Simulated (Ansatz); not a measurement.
Zr under a change: biaxial strain +1.50 %, plane normal [001], relaxed out of plane

Base system: Zr in the hcp (Mg type) structure (space group P6_3/mmc, No. 194; a = 3.244 Å, c = 5.158 Å; relaxed with 0.1 eV smearing). Axes: x lies along a and z along c of the hexagonal cell.

It is then changed as follows: tensile biaxial strain of 1.50 % in the plane normal to [001], as in epitaxy on a mismatched substrate; the out-of-plane cell vector and the atoms relax.

Level of theory: plane-wave PAW DFT at the r2SCAN level (Ansatz, a quantum-chemistry and plane-wave program, 500 eV), scalar-relativistic without spin-orbit coupling. Settings: 20×20×11 k-points, 0.1 eV Fermi–Dirac smearing.

The volume per atom rises by 0.45 Å³ (23.51 Å³ → 23.96 Å³) and the space group remains P6_3/mmc (No. 194). The shortest interatomic distance drops by 0.57 pm, from 318.7 pm to 318.2 pm and the pressure (mean of the normal stresses, compression positive) goes from zero to -1.7 GPa. The band gap is still zero and the out-of-plane strain comes out as -1.08 %. The mean in-plane stress (compression positive) comes out as -2.5 GPa.

Final structure (turned so that z lies along the plane normal):

```xyz
2
Lattice="3.2930 0.0000 0.0000 1.6465 2.8518 0.0000 0.0000 0.0000 5.1025" Properties=species:S:1:pos:R:3 pbc="T T T"
Zr     3.2930     1.9012     3.8269
Zr     1.6465     0.9506     1.2756
```

Cost of the whole job for the changed cell (relaxation, final SCF and bands): around 70 core-seconds (rough).

Stability against distortions was not tested. All final runs are without spin polarisation.
